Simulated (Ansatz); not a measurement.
The reference is Nb in the bcc (W type) structure (space group Im-3m, No. 229; a = 3.311 Å; relaxed with 0.1 eV smearing). Axes: x, y, z lie along the cube axes.

Method: plane-wave PAW DFT at the PBE level (Ansatz, a program for electronic structure, 420 eV), spin-orbit coupling left out.

Perturbation: every lattice vector is shortened by 1.50 %; the atoms relax in the strained cell.

Question: Predict the stress tensor and what it implies for the stiffness.

Answer: Stress of the strained cell less that of the base (GPa, compression positive):
```
    8.3     0.0     0.0
    0.0     8.3     0.0
    0.0     0.0     8.3
```

Then B = −ΔP/(ΔV/V₀) with ΔV/V₀ = -0.0443 gives secant stiffness values (nonlinear terms included at this strain): B ≈ 188 GPa.

As a check, the harmonic strain energy −½ V₀ Δσ:ε is 21 meV/atom; the computed energy rise is 20 meV/atom.

No phonon test of stability was made. The final runs are not spin-polarised.
